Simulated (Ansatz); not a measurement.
# V3Si with two functionals, pressure 1.8 GPa

The parent structure is V$_{3}$Si in the A15 (Cr3Si type) structure (space group Pm-3n, No. 223; a = 4.701 Å).

(Cell as relaxed with PBE.)

Levels (all Ansatz, an electronic-structure program, PAW, earlier PAW set): PBE (420 eV, no spin-orbit coupling); PBEsol (420 eV, no SOC).

Each level relaxes its own structure.

```json
[
 {"base": "volume per atom", "PBE": "12.99 Å³", "PBEsol": "12.57 Å³"},
 {"base": "lattice parameter a", "PBE": "4.701 Å", "PBEsol": "4.650 Å"},
 {"base": "band gap", "PBE": "zero", "PBEsol": "zero"}
]
```

It is then changed as follows: a hydrostatic pressure of 1.8 GPa.

```json
[
 {"quantity": "volume per atom", "PBE": "12.87 Å³", "PBEsol": "12.46 Å³"},
 {"quantity": "band gap", "PBE": "zero", "PBEsol": "zero"}
]
```

PBE's volume per atom lies 0.41 Å³ above PBEsol's (3.3 %); the two agree on the band gap. Neither level is exact; PBEsol is the comparison here, not a measurement.

Load acts through the strain it causes; cell and atoms are relaxed under it. No phonon test of stability was made. Starting moments died away, wholly or in part, for the base; another magnetic solution may exist. The final runs are not spin-polarised.
